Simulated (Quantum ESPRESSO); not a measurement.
## Converging the plane-wave cutoff: ZnNi (P4mm, 2 atoms in the cell)

```
ZnNi
1.0
    2.71006     0.00000     0.00000
    0.00000     2.71006     0.00000
    0.00000     0.00000     3.19786
Zn Ni
1 1
Direct
  0.50000   0.50000   0.51563
  0.00000   0.00000   0.00000
```

Method of the run: LDA (PZ), PSlibrary PAW (LDA) pseudopotentials (plane waves; Quantum ESPRESSO).

Base settings: ecutwfc = 50 Ry; ecutrho = 300 Ry; occupations = smearing; smearing = fd; degauss = 0.0073499 Ry; potentials = {Zn: Zn.pz-dn-kjpaw_psl.1.0.0.UPF, Ni: Ni.pz-n-kjpaw_psl.1.0.0.UPF}; K_POINTS = automatic 4 4 4 0 0 0; conv_thr = 1e-10 Ry.

Moved along: ecutrho.

The second cell is the first with its lattice scaled by 0.98.

The mesh stays at the base's, so the ladder's end is converged at best in this setting alone.

Only quantities that move along the ladder and can be compared are tabulated.

The count of work is k-points × plane waves × bands × iterations; it is no time. 

The starting cell comes from a database of computed structures (which also holds hypothetical and non-ambient phases and stackings), without a prior relaxation at this level. Its lattice was rescaled by up to half a per cent. One atom was moved a little off its site on purpose. Spin polarisation is off. In the base run, with a pressure of about -11 GPa the cell is away from its equilibrium volume at this level. Without a gap this mesh is coarse (it stands for a supercell whose shortest vector is 11 Å).

Steps (ecutwfc): 17.5 Ry; 20 Ry; 22 Ry; 25 Ry; 28 Ry; 30 Ry; 35 Ry; 40 Ry; 45 Ry; 50 Ry; 55 Ry; 60 Ry; 68 Ry; 75 Ry; 88 Ry; 100 Ry; 120 Ry.

Q: What is the coarsest ecutwfc that holds the pressure within 0.2 GPa of the last step, with all finer ones?

A: 68 Ry, at 0.39 of the last step's count of work; the step before is off by 0.50 GPa.

Q: What is the coarsest ecutwfc that holds the energy of the compressed cell less the first within 1 meV/atom of the last step, with all finer ones?

A: 35 Ry, at 0.15 of the last step's count of work; the step before is off by 2.8 meV/atom.

Q: What is the coarsest ecutwfc that holds the forces within 0.01 eV/Å of the last step, with all finer ones?

A: 35 Ry, at 0.15 of the last step's count of work; the step before is off by 0.020 eV/Å.

```csv
ecutwfc,free energy less the last step's (meV/atom),energy of the compressed cell less the first (meV/atom),pressure (GPa),largest difference of a force vector from the last step's (eV/Å),count of work / last
17.5 Ry,36541.00,-156.69,-1723.47,0.150,0.064
20 Ry,17233.62,270.25,-962.54,0.464,0.071
22 Ry,9471.42,106.34,-600.77,0.383,0.088
25 Ry,3671.10,-16.88,-285.45,0.089,0.097
28 Ry,1273.16,-1.52,-124.31,0.052,0.10
30 Ry,629.52,-15.47,-71.21,0.020,0.11
35 Ry,128.46,-17.79,-18.55,0.002,0.15
40 Ry,73.19,-18.25,-10.27,0.001,0.20
45 Ry,57.34,-18.47,-10.81,0.002,0.21
50 Ry,35.31,-18.08,-11.08,0.001,0.27
55 Ry,18.31,-18.25,-10.43,0.000,0.28
60 Ry,9.85,-18.24,-9.70,0.000,0.32
68 Ry,6.30,-18.23,-9.28,0.000,0.39
75 Ry,4.83,-18.22,-9.35,0.000,0.45
88 Ry,1.67,-18.25,-9.30,0.000,0.63
100 Ry,0.62,-18.24,-9.21,0.000,0.69
120 Ry,0.00,-18.26,-9.20,0.000,1.0
```

The energy difference between the two cells stays within 1 meV/atom of the last step's from 35 Ry on, the total only from 100 Ry on: much of the error is common to both cells and cancels.

At the lowest cutoff the pressure lies 1710 GPa under the last step's, the usual sign of Pulay stress in an incomplete plane-wave basis.
